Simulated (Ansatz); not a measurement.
A computed series for hypothetical CsCl type NbAs: response to strain

Take NbAs in the CsCl type structure (space group Pm-3m, No. 221; a = 3.218 Å; a hypothetical phase, not in the database extracts checked; relaxed with 0.1 eV smearing) as the base. Axes: x, y, z lie along the cube axes.

Strains are applied to the cell and any free atomic positions relax; under biaxial strain the out-of-plane vector relaxes too; under stress the whole cell relaxes.

Level of theory: PBE (Ansatz, a quantum-chemistry and plane-wave program; PAW; 420 eV plane waves; without spin-orbit coupling).

Candidates:
(a) biaxial strain +0.70 %, plane normal [001], relaxed out of plane
(b) biaxial strain +0.96 %, plane normal [001], relaxed out of plane
(c) uniaxial stress, 1 GPa compression along x
(d) biaxial strain +1.12 %, plane normal [001], relaxed out of plane
(e) biaxial strain +2.08 %, plane normal [111], relaxed out of plane

Notes on the quantities. energy relative to the base: free energy F.

**Question.** Order them by energy relative to the base, lowest first.

**Answer.** (c) uniaxial stress, 1 GPa compression along x (+0.2 meV/atom), (a) biaxial strain +0.70 %, plane normal [001], relaxed out of plane (+1.8 meV/atom), (b) biaxial strain +0.96 %, plane normal [001], relaxed out of plane (+3.3 meV/atom), (d) biaxial strain +1.12 %, plane normal [001], relaxed out of plane (+4.5 meV/atom), (e) biaxial strain +2.08 %, plane normal [111], relaxed out of plane (+15 meV/atom)

Beyond what the load breaks, stability against distortions was not tested. The final runs are not spin-polarised.
